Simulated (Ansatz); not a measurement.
The parent structure is SiC in the zinc blende structure (space group F-43m, No. 216; a = 4.356 Å). Axes: x, y, z lie along the cube axes.

Calculations: Kohn–Sham DFT with the r2SCAN functional, run in Ansatz (an electronic-structure program) with PAW and 500 eV plane waves, no SOC.

The change: compressive biaxial strain of 3.84 % in the plane normal to [001], as in epitaxy on a mismatched substrate; the out-of-plane cell vector and the atoms relax.

Problem. Estimate the effect on the in-plane stress.

Solution. The mean in-plane stress (compression positive) comes out as +20.3 GPa.

Problem. What happens to the energy relative to the base?

Solution. The energy goes up by 47 meV/atom.

Problem. How does this affect the ratio −ε⊥/ε∥?

Solution. The ratio −ε⊥/ε∥ comes out as 0.62.

Stability against distortions was not tested.
